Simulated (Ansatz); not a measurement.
## A computed series for AlN: response to strain

Base system: AlN in the wurtzite structure (space group P6_3mc, No. 186; a = 3.1302 Å, c = 5.0180 Å).

Strains are applied to the cell and any free atomic positions relax.

Computed with PBE (Ansatz, a program for electronic structure), no spin-orbit coupling.

Notes on the quantities. pressure: mean of the normal stresses, compression positive.

| isotropic strain (%) | pressure (GPa) |
|---|---|
| -3 | 21.1 |
| -2.4 | 16.2 |
| -1.8 | 11.7 |
| -1.2 | 7.5 |
| -0.6 | ? |
| 0 | 0.0 |

Problem. Fit P = P₀ − Bδ + Cδ² with δ = (1 + ε)³ − 1 to the rows shown and predict the withheld row.

Solution. Least squares on the printed values gives P₀ = 0.0 GPa, B = 188 GPa (at held cell shape), C = 607 GPa (largest residual 0.0 GPa); this predicts 3.6 GPa, and the run gives 3.6 GPa, in agreement.

Stability against distortions was not tested.
